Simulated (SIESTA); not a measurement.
A working SIESTA input for KNa2AsF6 (Fm-3m, 10 atoms in the cell) (DFT, GGA PBEsol, numerical atomic orbitals TZP, PseudoDojo PBEsol standard norm-conserving potentials (rewritten from UPF to PSML)):

```
# files in the folder: K.psml Na.psml As.psml F.psml (PseudoDojo PBEsol standard)
SystemName  KNa2AsF6
SystemLabel KNa2AsF6

NumberOfAtoms                10
NumberOfSpecies              4
%block ChemicalSpeciesLabel
  1 19 K
  2 11 Na
  3 33 As
  4 9 F
%endblock ChemicalSpeciesLabel
LatticeConstant              6.412773 Ang
%block LatticeVectors
     0.000000000    0.707106738    0.707106738
     0.707106738    0.000000000    0.707106738
     0.707106738    0.707106738    0.000000000
%endblock LatticeVectors
AtomicCoordinatesFormat      ScaledCartesian
%block AtomicCoordinatesAndAtomicSpecies
     0.707106738    0.707106738    0.707106738  1
     1.060660108    1.060660108    1.060660108  2
     0.353553369    0.353553369    0.353553369  2
     0.000000000    0.000000000    0.000000000  3
     0.320446632    0.707106738    0.707106738  4
     1.093766845    0.707106738    0.707106738  4
     0.707106738    0.320446632    0.707106738  4
     0.707106738    1.093766845    0.707106738  4
     0.707106738    0.707106738    0.320446632  4
     0.707106738    0.707106738    1.093766845  4
%endblock AtomicCoordinatesAndAtomicSpecies

XC.functional                GGA
XC.authors                   PBEsol
PAO.BasisSize                TZP
PAO.EnergyShift              0.01 Ry
MeshCutoff                   400 Ry
%block kgrid.MonkhorstPack
    6   0   0  0.0
    0   6   0  0.0
    0   0   6  0.0
%endblock kgrid.MonkhorstPack
OccupationFunction           FD
ElectronicTemperature        10 K

MaxSCFIterations             150
SCF.Mixer.Method             Pulay
SCF.Mixer.Weight             0.1
SCF.Mixer.History            6
SCF.DM.Tolerance             1.0E-04
Diag.ParallelOverK           true
WriteForces                  true
```

The run converged in 11 iterations: free energy E − TS -10194.1878 eV; top of the valence band (on the code's own zero) -5.68 eV; gap on the k-point mesh 3.07 eV; pressure -3.20 GPa; largest force (vector length) 0.007 eV/Å. Each of these slips is then made, one at a time:

(1)
```diff
-PAO.BasisSize                TZP
+PAO.BasisSize                6-31G
```

(2)
```diff
-SCF.DM.Tolerance             1.0E-04
+SCF.DM.Tolerance             1.0E-01
+SCF.H.Tolerance              1.0 eV
```

Q: How does each altered input end?

A: 
(1) A value that the program does not know. The program stopped before any SCF iteration.

(2) A convergence threshold that is too loose. The run converged in 6 iterations without an error; against the sound input the free energy stays essentially unchanged (within 1 meV/atom), the pressure stays at -3.20 GPa, the largest force moves little (0.007 to 0.008 eV/Å) and the gap on the mesh goes from 3.066 to 3.044 eV.

The starting cell comes from a database of computed structures (which also holds hypothetical and non-ambient phases and stackings), without a prior relaxation at this level. Values carry the incompleteness of an atom-centred basis. The basis of the alkali or alkaline-earth atoms may lack their empty d shell, which can raise the gap. In the base run, with a pressure of about -3 GPa the cell is away from its equilibrium volume at this level.

Left out of this page: 1 run of the series stopped by limits of time or memory; 3 runs of the series outside the window shown, repeating another row's setting, or not comparable.
